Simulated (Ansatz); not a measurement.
# BeSe under load (space group I-4m2): band-edge transport data

```
CELL_PARAMETERS angstrom
      0.00000     2.55054     2.61441
      2.55054     0.00000     2.61441
      2.55054     2.55054     0.00000
ATOMIC_POSITIONS crystal
  Be 0.00000 0.00000 0.00000
  Se 0.25000 0.25000 0.25000
```

The numbers are results of PBEsol with spin-orbit coupling, rigid bands (plane waves, PAW; Ansatz, a first-principles code), not measurements. Condition of this run: uniaxial stress zz = -2 GPa (compression positive) (the target of the relaxation). Cell: cell and atoms relaxed with PBEsol, then loaded as said.

```
Quantity                                                                                                                                                           Value
---------------------------------------------------------------------------------------------------------------------------------------  -------------------------------
band gap                                                                                                                                                         2.24 eV
electron conductivity mass (300 K, dilute)                                                                                               0.41 (x), 0.41 (y), 0.28 (z) mₑ
hole conductivity mass (300 K, dilute)                                                                                                   0.52 (x), 0.52 (y), 0.62 (z) mₑ
effective density of states N_c (300 K)                                                                                                                      1.2e19 cm⁻³
effective density of states N_v (300 K)                                                                                                                      8.9e18 cm⁻³
density-of-states mass, electrons                                                                                                                                0.63 mₑ
density-of-states mass, holes                                                                                                                                    0.50 mₑ
Seebeck coefficient, n-type 1e19 cm⁻³, 300 K                                                                                                                   -240 μV/K
best n-type power factor at 300 K for τ = 10 fs (best axis; densities from 1e16 to 1e21 cm⁻³ tried, whether or not they can be reached)      7.3 μW/(cm·K²) at 3e19 cm⁻³
Seebeck coefficient, p-type 1e19 cm⁻³, 300 K                                                                                                                    253 μV/K
best p-type power factor at 300 K for τ = 10 fs (best axis; densities from 1e16 to 1e21 cm⁻³ tried, whether or not they can be reached)      7.7 μW/(cm·K²) at 3e20 cm⁻³
```

Rigid bands; masses and Seebeck coefficients take one relaxation time τ for all states and one kind of carrier; polarons and phonon drag are left out.
